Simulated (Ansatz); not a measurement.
# SrHfO3, element substitutions

Base system: SrHfO3 in the cubic perovskite structure (space group Pm-3m, No. 221; a = 4.106 Å).

Each row replaces one element on all its sites; cell and atoms are relaxed.

The values are results of PBEsol (Ansatz, a program for electronic structure), scalar-relativistic without spin-orbit coupling, not measurements.

Problem. Only one of these keeps a band gap. Which?
A. Sr → Mg
B. O → N
C. O → C

Solution. A, Sr → Mg. Computed: O → C: zero; O → N: zero; Sr → Mg: 0.84 eV

Other magnetic orders, which the real material may have, were not ruled out. Spin-orbit coupling, missing from the scalar runs, can matter with Hf. Stability against distortions was not tested. As relaxed here, SrHfC3, SrHfN3 and HfMgO3 are hypothetical phases, not in the database extracts checked. Spin-polarised in the final run: SrHfN3; the other runs are not. Many cubic perovskites are stable only at high temperature; tilts and polar distortions were not tested. SrHfC3 has a high density of states at the Fermi level and may be magnetic at this level.
